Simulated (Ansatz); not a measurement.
Take Os in the fcc (Cu type) structure (space group Fm-3m, No. 225; a = 3.821 Å) as the base.

Levels (all Ansatz, a quantum-chemistry and plane-wave program, PAW): PBEsol (420 eV, spin-orbit coupling left out); PBEsol+SOC (420 eV, with spin-orbit coupling).

The geometry is relaxed with PBEsol.

* **PBEsol pressure**: 0.0 GPa

With PBEsol+SOC at the same geometry, the pressure goes from zero to 0.4 GPa.

Single points use the geometry relaxed with PBEsol. The spin-orbit shifts are approximate. Whether these cells are dynamically stable was not tested. The runs without spin-orbit coupling are not spin-polarised. This is not the structure that Os has at room temperature and ambient pressure.
